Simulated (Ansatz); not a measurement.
We consider cubic perovskite KCdF₃, described by r²SCAN-D4 (plane waves, PAW; Ansatz, an electronic-structure program).

Settings: plane-wave cutoff 560 eV, 8×8×8 k mesh, Fermi–Dirac smearing 0.01 eV, scalar-relativistic PAW data made under PBE.

Cell (relaxed at this level):

CdKF₃ has the cubic space group Pm-3m (No. 221), the cubic perovskite structure, Pearson symbol cP5. Conventional cell: a = 4.377 Å, b = 4.377 Å, c = 4.377 Å, α = 90.00°, β = 90.00°, γ = 90.00°. K on 1a sees 12 F at 3.095 Å (cuboctahedral). Cd on 1b is surrounded by 6 F at 2.188 Å (octahedral). F on 3c sees 2 Cd at 2.188 Å and 4 K at 3.095 Å (octahedral). (Neighbours: up to the widest gap in distance over summed covalent radii, below 1.35, at either atom; cation-cation and far metal-metal contacts left out.)

Task: Give the computed band gap and smallest direct gap on the k points sampled.

Result: 
* **band gap**: 3.84 eV
* **smallest direct gap on the k points sampled**: 5.73 eV

Note: the relaxation could not lower the start's symmetry, so the cell can be a saddle point above a distorted one.

Spin–orbit coupling is not included.

The computed numbers hold no vibrational or temperature effects.

Cost on a shared machine: very roughly 70 core-seconds.
